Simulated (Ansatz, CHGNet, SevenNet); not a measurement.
# SnGe (model structure, started from the WC type, P-6m2, No. 187, 2 atoms in the cell): properties by level of theory

```
level (code)         lattice parameter a (Å)  lattice parameter c (Å)
-------------------  -----------------------  -----------------------
CHGNet 0.3.0                           3.841                    3.984
SevenNet-0                             4.054                    3.599
PBEsol (Ansatz)                        3.868                    3.652
PBE-D3(BJ) (Ansatz)                    3.877                    3.672
```

Ansatz's density-functional and Hartree–Fock values are scalar-relativistic unless marked +SOC, with PAW data made under PBE.

The computed numbers hold no vibrational or temperature effects.

A model structure was made by putting elements into a prototype or built by hand; it is no filed structure, need not be a known phase, and can be a saddle point held by its symmetry.

Ansatz is a first-principles code.
